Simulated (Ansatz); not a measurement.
Results of G0W0@PBEsol (Ansatz, an electronic-structure program, hard PAW, contour deformation) for C (model structure, P6₁22, No. 178, 6 atoms in the cell).

The cell is the one relaxed with PBEsol. Conventional cell: a = 3.5571 Å, b = 3.5571 Å, c = 3.3580 Å, α = 90.00°, β = 90.00°, γ = 120.00°.

One run with a 6×6×4 mesh, response cutoff 150 eV and 282 empty bands, not extrapolated in mesh or basis; no spin–orbit coupling.

Some levels at Γ in eV, each set counted from its highest filled level:

| row | degeneracy | PBEsol | quasiparticle |
|---|---|---|---|
| 1 | 1 | -17.70 | ? |
| 2 | 2 | -8.36 | ? |
| 3 | 1 | -7.34 | ? |
| 4 | 2 | -7.03 | ? |
| 5 | 1 | -2.82 | -2.98 |
| 6 | 2 | -2.56 | -2.63 |
| 7 | 1 | -0.99 | -1.01 |
| 8 | 2 | 0.00 | 0.00 |
| 9 | 2 or more | 6.97 | ? |

Problem. Complete the blanks.

Solution. 
- 1, quasiparticle: -18.17
- 2, quasiparticle: -8.73
- 3, quasiparticle: -7.69
- 4, quasiparticle: -7.24
- 9, quasiparticle: 8.74

Levels within 5 meV count as one row.

Note: the relaxation could raise the start's symmetry but not lower it, so the cell can be a saddle point.

A model structure was made by putting elements into a prototype or built by hand; it is no filed structure, need not be a known phase, and can be a saddle point held by its symmetry.
